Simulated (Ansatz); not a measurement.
**SnO: isotropic strain +1.80 %**

Base system: SnO (space group P4/nmm, No. 129; a = 3.8371 Å, c = 4.7588 Å; layered, stacked along the Cartesian z axis).

Modification: the cell is scaled by 1.0180 in all directions; the atoms relax in the strained cell.

Method: Ansatz (an electronic-structure program) PBE-D3(BJ), no spin-orbit coupling. Γ-centred 12×12×10 mesh, Fermi–Dirac width 0.05 eV.

The volume per atom increases by 0.96 Å³ (17.52 Å³ → 18.48 Å³) and the shortest interatomic distance goes up by 0.021 Å to 2.262 Å. The energy rises by 7.5 meV/atom and the band gap becomes 0.41 eV (base: zero). The gap character goes from absent to indirect, k = (0.083, 0.083, 0) in the run's primitive reciprocal basis → M and the largest internal atomic displacement amounts to 0.039 Å.

Final structure:

```xyz
4
Lattice="3.9062 0.0000 0.0000 0.0000 3.9062 0.0000 0.0000 0.0000 4.8445" Properties=species:S:1:pos:R:3 pbc="T T T"
Sn     1.9531     0.0000     3.7038
Sn     0.0000     1.9531     1.1407
O      1.9531     1.9531     0.0000
O      0.0000     0.0000     0.0000
```

Cost of the whole job for the changed cell (relaxation, final SCF and bands): very roughly 80 core-seconds.

No phonon test of stability was made. The final runs are not spin-polarised. The zero or small gap of SnO can change with the level of theory.
